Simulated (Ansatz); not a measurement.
Where the default PAW files enter, the runs use the earlier of Ansatz's two default sets.

Tunnelling through a barrier is set by its complex band structure: the current falls as exp(−2κd) with the smallest κ.

Here is the system:

```yaml
crystal:
  lattice:
    - [2.56397, 0.00000, 0.00000]
    - [0.00000, 2.56397, 0.00000]
    - [1.28198, 1.28198, 1.81300]
  atoms:
    - { symbol: B, position: [0.00000, 0.00000, 0.00000] }
    - { symbol: N, position: [0.25000, 0.75000, 0.50000] }
```

Space group of this cell: F-43m, zinc blende. The cell is taken as given; by LDA its mean pressure is -14.4 GPa.

Transport runs along the normal of the first two printed cell vectors, the (001) plane of the conventional cell.

The gap is the functional's own. No spin-orbit coupling. Mid-gap values are interpolated on the energy grid.

### Question
Compute, with LDA (Ansatz, a quantum-chemistry and plane-wave program), the band gap and the smallest decay constant κ at mid-gap.

### Answer
Gap 4.34 eV on a 16×16×16 mesh; κ = 0.375 1/Å, at (0.500, 0.500) of the in-plane reciprocal vectors. At the zone centre, at the nearest computed energy, the slowest state has κ = 0.45 1/Å.
